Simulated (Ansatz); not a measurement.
Al₂Cu (I4/mcm, No. 140, 6 atoms in the cell; start mp-998) was calculated with LDA (Ansatz, an electronic-structure program, plane waves, PAW).

Settings: plane-wave cutoff 520 eV, 14×14×14 k mesh, Fermi–Dirac smearing 0.05 eV, no spin polarisation, scalar-relativistic PAW data made under PBE.

Cell (relaxed at this level):

Al2Cu is taken in the tetragonal space group I4/mcm (No. 140), Pearson symbol tI12. Lattice parameters: a = b = 5.939 Å, c = 4.776 Å, α = β = γ = 90.00°. Al on 8h is coordinated by 4 Cu at 2.533 Å and 1 Al at 2.677 Å and 2 Al at 2.832 Å and 8 Al at 3.047–3.159 Å. Cu on 4a sees 2 Cu at 2.388 Å and 8 Al at 2.533 Å. (Neighbours: up to the widest gap in distance over summed covalent radii, below 1.35, at either atom.)
(The calculation used a cell of 6 atoms; values per cell refer to that cell.)

Predict the bulk modulus.


- bulk modulus = 115 GPa

The run finds no gap.

Note: the bulk modulus is −V dP/dV from two relaxed cells at ±2 % in volume; the relaxation could not lower the start's symmetry, so the cell can be a saddle point above a distorted one.

Computing time: about 2.1 core-minutes (a rough figure).

A start named mp-… is a Materials Project structure, which need not be a measured phase.
